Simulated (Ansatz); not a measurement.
The parent structure is SiC in the zinc blende structure (space group F-43m, No. 216; a = 4.380 Å). Axes: x, y, z lie along the cube axes.

All numbers come from PBE (Ansatz, a quantum-chemistry and plane-wave program), no SOC.

Perturbation: every lattice vector is shortened by 2.00 %, atoms relaxed at fixed cell.

Task: Predict the stress tensor and what it implies for the stiffness.

Result: Stress of the strained cell less that of the base (GPa, compression positive):
```
  14.51    0.00    0.00
   0.00   14.51    0.00
   0.00    0.00   14.51
```

Then B = −ΔP/(ΔV/V₀) with ΔV/V₀ = -0.0588 gives secant stiffness values (nonlinear terms included at this strain): B ≈ 247 GPa.

As a check, the harmonic strain energy −½ V₀ Δσ:ε is 29 meV/atom; the computed energy rise is 27 meV/atom.

Stability against distortions was not tested.
